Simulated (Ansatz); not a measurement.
Start from Lu in the hcp (Mg type) structure (space group P6_3/mmc, No. 194; a = 3.506 Å, c = 5.482 Å; relaxed with 0.1 eV smearing). Axes: x lies along a and z along c of the hexagonal cell.

Method: PBE (Ansatz, a quantum-chemistry and plane-wave program; PAW; 420 eV plane waves; no spin-orbit coupling).

Strains are applied to the cell and any free atomic positions relax.

One change was made to it. Results:

The pressure (mean of the normal stresses, compression positive) goes from zero to 1.5 GPa; the energy goes up by 7.9 meV/atom.

Problem. Name the change that was made.
(A) uniaxial strain ε_zz = +1.50 %
(B) uniaxial strain ε_zz = −2.00 %
(C) uniaxial strain ε_zz = −3.00 %

Solution. C, uniaxial strain ε_zz = −3.00 %. For comparison, the energy relative to the base in the other runs: uniaxial strain ε_zz = −2.00 % gives +3.5 meV/atom; uniaxial strain ε_zz = +1.50 % gives +1.8 meV/atom.

Stability against distortions was not tested.
